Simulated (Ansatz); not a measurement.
1T (CdI2-type) MgI₂ was calculated with r²SCAN+rVV10 in Ansatz (PAW).

Run with plane-wave cutoff 600 eV, 12×12×6 k mesh (along the axes of the cell as run), finite displacements, scalar-relativistic PAW data made under PBE.

Computed at the level's own relaxed cell.

Harmonic phonon frequencies (cm⁻¹; i marks an imaginary mode; at Γ without the LO shift):

```
q point                     frequencies
-------  ------------------------------
Γ           0 0 0 67 67 112 174 174 264
M        64 65 67 82 92 108 173 176 260
A        18 18 37 63 63 106 175 175 291
```

No imaginary mode appears at these points.

Ansatz is a program for electronic structure.
